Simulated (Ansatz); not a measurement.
GaAs: band gap against strain

GaAs (zinc blende, F-43m, 22.653 Å³/atom at rest) under an equal strain ε in the (001) plane with the normal axis free, as in a coherent film. PBEsol in Ansatz, a plane-wave DFT program (PAW, default set), 420 eV, 10×10×10 Γ-centred mesh, Fermi-Dirac smearing 0.05 eV; ions are relaxed within the symmetry of each cell. Gaps are the smallest over the k-mesh and a band path, without spin-orbit coupling; in all rows the valence edge lies at Γ and the conduction edge at Γ.

Here s stands for strain and Eg for gap.

| strain (%) | gap (eV) |
|---|---|
| -3.00 | ? |
| -1.50 | 0.484 |
| -1.00 | 0.464 |
| -0.50 | 0.443 |
| 0.00 | 0.421 |

The 4 complete rows are fitted with a straight line, Eg against s. Means: s -0.75000, Eg 0.4530. About the means, the sum of products is -0.052500 and the sum of squares of s is 1.2500; the slope is their ratio. Least squares gives Eg = 0.4215 - 0.04200·s. Residuals (row less fit): -0.0005, 0.0005, 0.0005, -0.0005; standard error 0.0007 (degrees of freedom: 2). Over these rows the gap moves by -4.2 ± 0.06 eV per unit strain.

What does the fit predict for Eg at s = -3.00, and how far is the calculated value from it?

Eg = 0.4215 - 0.04200 × (-3.0) = 0.5475 eV. The calculation gives 0.535 eV, 0.0125 eV below the prediction (11.0 % of the range of Eg in the table). The row lies outside the fitted rows, so this is an extrapolation. From the scatter of the fitted rows alone, a prediction at this place has a standard error of 0.0016 eV, so the miss is 7.8 times that.

One order more, fitted to all 7 runs of the series, follows each within 0.001, so the miss is the next term of a smooth law. Spin-orbit coupling is left out, which can shift this property for GaAs. Rows are the converged runs of the series near zero and its far end; series whose fitted rows scatter by over a few per cent of the range, as at a crossing or softening among them, aren't shown in this form. Most that stay on the fit to the last digits aren't either.
